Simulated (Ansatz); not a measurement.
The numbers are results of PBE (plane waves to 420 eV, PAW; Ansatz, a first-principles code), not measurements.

Planar average of the electrostatic potential across the slab, in eV from the Fermi level, for a constructed model of the (100) surface of fcc Pt, a layer of V in place of the second plane (bottom of the slab: a bare face, its two planes held):

(z (Å), V (eV)): (3.83, 5.68); (4.12, 5.68); (4.42, 5.68); (4.71, 5.68); (5.01, 5.67); (5.30, 5.66); (5.59, 5.64); (5.89, 5.58); (6.18, 5.45); (6.48, 5.15); (6.77, 4.45); (7.07, 2.84); (7.36, -1.50); (7.66, -9.95); (7.95, -17.27); (8.24, -19.27); (8.54, -15.12); (8.83, -7.38); (9.13, -2.23); (9.42, -5.19); (9.72, -13.05); (10.01, -18.82); (10.31, -19.08); (10.60, -13.73); (10.89, -5.90); (11.19, -2.41); (11.48, -7.11); (11.78, -14.91); (12.07, -19.46); (12.37, -18.10); (12.66, -11.48); (12.96, -3.75); (13.25, -1.35); (13.54, -5.91); (13.84, -14.07); (14.13, -19.50); (14.43, -19.22); (14.72, -13.63); (15.02, -6.60); (15.31, -5.63); (15.61, -8.88); (15.90, -10.54); (16.19, -10.61); (16.49, -9.09); (16.78, -6.15); (17.08, -8.03); (17.37, -14.94); (17.67, -19.53); (17.96, -18.47); (18.26, -11.94); (18.55, -3.41); (18.84, 1.57); (19.14, 3.37); (19.43, 4.14); (19.73, 4.48); (20.02, 4.62); (20.32, 4.69); (20.61, 4.72); (20.91, 4.73); (21.20, 4.73); (21.49, 4.74); (21.79, 4.74); (22.08, 4.74)

Set-up: 6 atoms, 10.1 Å thick at the start (thin: gaps and levels are the slab's own); mesh 13x13x1; 0.1 eV smearing; dipole correction on; 2 atoms held, the rest relaxed; start symmetry kept, larger cells not searched; spin-polarised, no spin-orbit, no U. The starting moment vanished. It is one candidate, not shown to be the stable structure of the face.

Task: The surface cell has an area of 7.88 Å². What dipole along the normal does the step between the two vacuum levels imply?

Result: the top vacuum level lies 0.94 eV below the bottom one; p = −ε₀ A ΔV (ε₀ = 0.005526 e/(V·Å)) gives 0.04 e·Å a cell.
